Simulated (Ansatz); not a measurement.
The reference is AgCl in the rock salt structure (space group Fm-3m, No. 225).

```yaml
crystal:
  lattice:
    - [0.00000, 2.72374, 2.72374]
    - [2.72374, 0.00000, 2.72374]
    - [2.72374, 2.72374, 0.00000]
  atoms:
    - { symbol: Ag, position: [0.00000, 0.00000, 0.00000] }
    - { symbol: Cl, position: [0.50000, 0.50000, 0.50000] }
```

Cartesian axes are those of the cell as printed.

Level of theory: PBEsol/PAW in Ansatz (an electronic-structure program), without spin-orbit coupling.

Before the change:

| Property | Value |
|---|---|
| Electron mass | 0.25 mₑ (at Γ) |
| Band gap | 0.72 eV |

Modification: tensile biaxial strain of 1.00 % in the plane normal to [001], as in epitaxy on a mismatched substrate; the out-of-plane cell vector and the atoms relax.

Question: What happens to the electron mass, band gap and energy relative to the base?

Answer: The electron mass changes from 0.25 mₑ (at Γ) to 0.24 mₑ out of plane, 0.26 mₑ in plane (at Γ); the band gap falls by 0.066 eV, from 0.72 eV to 0.66 eV; the energy goes up by 0.8 meV/atom.

Effective masses come from finite differences of ±0.01 Å⁻¹. Stability against distortions was not tested.
